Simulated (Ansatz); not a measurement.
Start from ZrB$_{2}$ (space group P6/mmm, No. 191; a = 3.1552 Å, c = 3.5062 Å; relaxed with 0.1 eV smearing).

Calculations: Ansatz (a program for electronic structure), PBEsol, PAW, cutoff 420 eV, no spin-orbit coupling.

Base values:

- Pressure = 0.0 GPa
- Band gap = zero

Modification: an isotropic linear strain of −1.00 %; the atoms relax in the strained cell.

Q: How does this affect the pressure?

A: The pressure (mean of the normal stresses, compression positive) goes from zero to 8.0 GPa.

Q: What happens to the energy relative to the base?

A: The energy increases by 7.3 meV/atom.

Q: How does this affect the band gap?

A: The band gap is still zero.

No phonon test of stability was made. The final runs are not spin-polarised.
